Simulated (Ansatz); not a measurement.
System: TiAs (P6₃/mmc, No. 194). Method: PBEsol in Ansatz (plane waves, PAW).

Settings: plane-wave cutoff 520 eV, 18×18×6 k mesh (along the axes of the cell as run), Fermi–Dirac smearing 0.05 eV, no spin polarisation, scalar-relativistic PAW data made under PBE.

Response to compression and expansion:

Shape and atoms are relaxed at each volume.

```csv
V (Å³/atom),P (GPa),c (Å),a (Å)
16.099,5.77,11.834,3.545
16.435,2.74,11.897,3.572
16.770,0.00,11.959,3.599
17.105,-2.47,12.022,3.625
17.441,-4.69,12.085,3.651
```

Note: the bulk modulus comes from volumes at which shape and atoms were relaxed.

Ansatz is a quantum-chemistry and plane-wave program.
